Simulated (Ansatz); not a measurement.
**How far PBE and r2SCAN part for Ta, isotropic strain +0.66 %**

The reference is Ta in the bcc (W type) structure (space group Im-3m, No. 229; a = 3.321 Å; relaxed with 0.1 eV smearing).

(Cell as relaxed with PBE.)

Levels (all Ansatz, a quantum-chemistry and plane-wave program, PAW, earlier PAW set): PBE (420 eV, no spin-orbit coupling); r2SCAN (500 eV, without spin-orbit coupling).

Each level relaxes its own structure.

```csv
base,PBE,r2SCAN
volume per atom,18.31 Å³,18.07 Å³
lattice parameter a,3.321 Å,3.306 Å
band gap,zero,zero
```

Perturbation: the cell is scaled by 1.0066 in all directions; the atoms relax in the strained cell.

| quantity | PBE | r2SCAN |
|---|---|---|
| pressure | -3.7 GPa | ? |
| energy relative to the base (free energy F) | +4.3 meV/atom | ? |

### Question
Predict the r2SCAN column.

### Answer

- pressure, r2SCAN: -3.8 GPa
- energy relative to the base (free energy F), r2SCAN: +4.4 meV/atom

PBE's pressure lies 0.15 GPa above r2SCAN's. Neither level is exact; r2SCAN is the comparison here, not a measurement.

Whether these cells are dynamically stable was not tested. All final runs are without spin polarisation.
